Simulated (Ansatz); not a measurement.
The cell is made up: elements placed on another compound's structure type, so the phase may be hypothetical.

By PBEsol, the system below comes out a metal.

Without scattering a metal conducts by its projected Fermi surface.

```
CELL_PARAMETERS angstrom
      3.22889     0.00003    -0.00001
      1.61442     2.79632    -0.00001
      0.00003    -1.86420     5.95512
ATOMIC_POSITIONS crystal
  Sc 0.50000 0.00000 0.50000
  Pd 0.00000 0.00000 0.00000
  N  0.10579 0.78841 0.68262
  N  0.89421 0.21159 0.31738
```

Space group of this cell: R-3m. The cell was relaxed by PBE-D3(BJ); by PBEsol its mean pressure is -2.0 GPa.

The current flows along the normal of the first two printed cell vectors. No spin-orbit coupling; the value is a mean over 0.1 eV about the Fermi level.

Question: Give the ballistic conductance per area that PBEsol in Ansatz (a first-principles code) yields.

Answer: 1.3 × 10¹⁵ S/m² for both spins.
